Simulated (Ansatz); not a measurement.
## CdSe: response to strain

The reference is CdSe in the wurtzite structure (space group P6_3mc, No. 186; a = 4.2475 Å, c = 6.9410 Å).

Strains are applied to the cell and any free atomic positions relax.

The values are results of plane-wave PAW DFT at the LDA level (Ansatz, a program for electronic structure, 420 eV), spin-orbit coupling left out, not measurements.

Notes on the quantities. pressure: mean of the normal stresses, compression positive; energy relative to the base: free energy F.

```
change                      electron mass    pressure  shortest interatomic distance  energy relative to the base
------------------------  ---------------  ----------  -----------------------------  ---------------------------
base                      0.047 mₑ (at Γ)    0.0 kbar                     4.914 bohr                   0 meV/atom
isotropic strain −3.00 %  0.061 mₑ (at Γ)   65.3 kbar                     4.768 bohr                 +44 meV/atom
isotropic strain −2.40 %  0.058 mₑ (at Γ)   49.9 kbar                     4.797 bohr                   (withheld)
isotropic strain −1.80 %  0.056 mₑ (at Γ)   35.7 kbar                     4.826 bohr                 +15 meV/atom
isotropic strain −1.20 %  0.053 mₑ (at Γ)  (withheld)                     4.856 bohr                +6.6 meV/atom
isotropic strain −0.60 %  0.050 mₑ (at Γ)   10.9 kbar                     4.885 bohr                   (withheld)
```

Task: Fill in the withheld entries from the trend.

Result: 
- isotropic strain −2.40 %, energy relative to the base: +28 meV/atom
- isotropic strain −1.20 %, pressure: 22.7 kbar
- isotropic strain −0.60 %, energy relative to the base: +1.6 meV/atom

The levels and masses belong to the bands next to the band gap. Effective masses come from finite differences of ±0.01 Å⁻¹. Stability against distortions was not tested.
